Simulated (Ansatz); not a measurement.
**A constructed model of the (0001) surface of hcp Ti, a pseudomorphic layer of Zr in the other hollow (bottom of the slab: a bare face, its two planes held)**

These are PBE (plane waves to 420 eV, PAW; Ansatz, a first-principles code) values and carry that method's errors.

Set-up: 7 atoms, 14.7 Å thick at the start; mesh 15x15x1; 0.1 eV smearing; dipole correction on; 2 atoms held, the rest relaxed; start symmetry kept, larger cells not searched; no spin, no spin-orbit, no U. In PBE it is, or lies within 0.01 eV a 1x1 cell of, the lowest of the 2 structures of its composition computed so far; larger cells were not tried.

The work function of the top face is 4.47 eV. The energy released by relaxation comes out as 0.24 eV and the cost is around 2.0 core-minutes (rough).
